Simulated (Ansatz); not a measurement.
## The (0001) surface of wurtzite CdSe, Cd-terminated, 2x2 Cd vacancy (bottom of the slab: 2 H on 4 bottom sites)

These are PBE (plane waves to 420 eV, PAW; Ansatz, a first-principles code) values and carry that method's errors.

Set-up: 33 atoms, 13.2 Å thick at the start with caps and adatoms (thin: gaps and levels are the slab's own); mesh 3x3x1; 0.025 eV smearing; dipole correction on; 8 atoms held, the rest relaxed; held to the start's symmetry, so lower structures may exist; no spin, no spin-orbit, no U. It is one candidate, not shown to be the stable structure of the face.

```yaml
gap_of_the_slab_on_its_k_mesh: 1.13 eV
highest_filled_level_below_the_top_vacuum_level: 5.33 eV
energy_released_by_relaxation: 2.55 eV
cost: roughly 27 core-minutes
```
